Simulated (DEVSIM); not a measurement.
System: abrupt Si n-p junction, at 300 K.

| layer (left to right) | material | thickness (μm) | Nd (cm⁻³) | Na (cm⁻³) | τn (s) | τp (s) |
|---|---|---|---|---|---|---|
| 1 | Si | 7.10 | 3.1e18 | - | 4.6e-5 | 4.6e-5 |
| 2 | Si | 2.20 | - | 4.2e15 | 4.6e-5 | 4.6e-5 |

Left contact: ohmic. Right contact: ohmic. Voltage is applied to the left contact. Recombination: SRH at mid-gap. Mobility is μmin + (μ − μmin)/(1 + (N/Nref)^α).

Constants are typed, rounded textbook-type inputs, not results; the design itself was drawn at random and stands for no fabricated device. Values at 300 K.

| parameter | Si |
|---|---|
| gap (eV) | 1.124 |
| affinity (eV) | 4.05 |
| permittivity | 11.7 |
| Nc (cm⁻³) | 2.86e19 |
| Nv (cm⁻³) | 3.1e19 |
| μn (cm²/Vs) | 1417 |
| μp (cm²/Vs) | 470 |
| μn,min | 52 |
| μp,min | 45 |
| Nref,n | 9.7e16 |
| Nref,p | 2.2e17 |
| αn | 0.68 |
| αp | 0.72 |

Simulated with DEVSIM: 1D drift-diffusion, Boltzmann statistics, complete ionisation; no tunnelling, impact ionisation, image-force lowering or self-heating.

The doping Nd of layer 1 was swept, all else fixed.

```json
[
 {"doping Nd of layer 1 (cm^-3)": "9.3e16", "largest field in the device at zero bias (V/cm)": "(withheld)", "dark forward voltage at 100 A/cm² (V)": "0.682", "potential step across the device at zero bias (V)": "0.746"},
 {"doping Nd of layer 1 (cm^-3)": "3.1e17", "largest field in the device at zero bias (V/cm)": "39000", "dark forward voltage at 100 A/cm² (V)": "0.678", "potential step across the device at zero bias (V)": "0.777"},
 {"doping Nd of layer 1 (cm^-3)": "9.3e17", "largest field in the device at zero bias (V/cm)": "58000", "dark forward voltage at 100 A/cm² (V)": "0.676", "potential step across the device at zero bias (V)": "0.805"},
 {"doping Nd of layer 1 (cm^-3)": "3.1e18", "largest field in the device at zero bias (V/cm)": "100000", "dark forward voltage at 100 A/cm² (V)": "0.675", "potential step across the device at zero bias (V)": "0.836"},
 {"doping Nd of layer 1 (cm^-3)": "9.3e18", "largest field in the device at zero bias (V/cm)": "170000", "dark forward voltage at 100 A/cm² (V)": "0.675", "potential step across the device at zero bias (V)": "0.865"}
]
```

Q: Complete the blanks.

A: 
- 9.3e16, largest field in the device at zero bias (V/cm): 31000
